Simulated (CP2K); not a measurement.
Band structure of TiSi (Pnma, 8 atoms in the cell).

```
CELL_PARAMETERS angstrom
      6.58907     0.00000     0.00000
      0.00000     3.67460     0.00000
      0.00000     0.00000     5.05240
ATOMIC_POSITIONS crystal
  Ti 0.67568 0.25000 0.37178
  Ti 0.32432 0.75000 0.62822
  Ti 0.82432 0.75000 0.87178
  Ti 0.17568 0.25000 0.12822
  Si 0.54393 0.25000 0.85540
  Si 0.45607 0.75000 0.14460
  Si 0.95607 0.75000 0.35540
  Si 0.04393 0.25000 0.64460
```

Computed with LDA (Pade form), GPW, DZVP-MOLOPT-SR-GTH basis, GTH-PADE potentials (GTH_POTENTIALS) in CP2K.

Settings: CUTOFF = 600 Ry; REL_CUTOFF = 50 Ry; SMEAR/METHOD = GAUSSIAN; SIGMA = 0.05 eV; KPOINTS/SCHEME = MONKHORST-PACK 3 5 4; GAMMA_CENTERED = T; XC_FUNCTIONAL = PADE; Ti/BASIS_SET = DZVP-MOLOPT-SR-GTH; Ti/POTENTIAL = GTH-PADE-q12; Si/BASIS_SET = DZVP-MOLOPT-SR-GTH; Si/POTENTIAL = GTH-PADE-q4; METHOD = GPW; EPS_DEFAULT = 1e-10; EXTRAPOLATION = USE_GUESS.

The starting cell comes from a database of computed structures (which also holds hypothetical and non-ambient phases and stackings), without a prior relaxation at this level. Its lattice was rescaled by a random factor within 2.5 % of one. Spin polarisation is off. Values carry the incompleteness of an atom-centred basis.

Levels in eV from the Fermi level, bands 29 to 34:
```csv
point,29,30,31,32,33,34
Γ,-0.76,-0.58,-0.38,-0.24,0.21,0.45
X,-1.62,-1.62,-1.61,-1.61,1.26,1.26
S,-0.61,-0.61,-0.51,-0.51,-0.13,-0.13
Y,-0.96,-0.96,-0.34,-0.34,0.31,0.31
Z,-0.81,-0.81,-0.52,-0.52,0.24,0.24
U,-1.69,-1.69,-1.69,-1.69,1.50,1.50
R,-1.36,-1.36,-1.36,-1.36,1.09,1.09
T,-0.99,-0.99,-0.74,-0.74,0.31,0.31
```

Bands cross the Fermi level along this path, so the cell is metallic at this level.

Higher empty bands are left out: an atom-centred basis made for the valence describes them poorly.
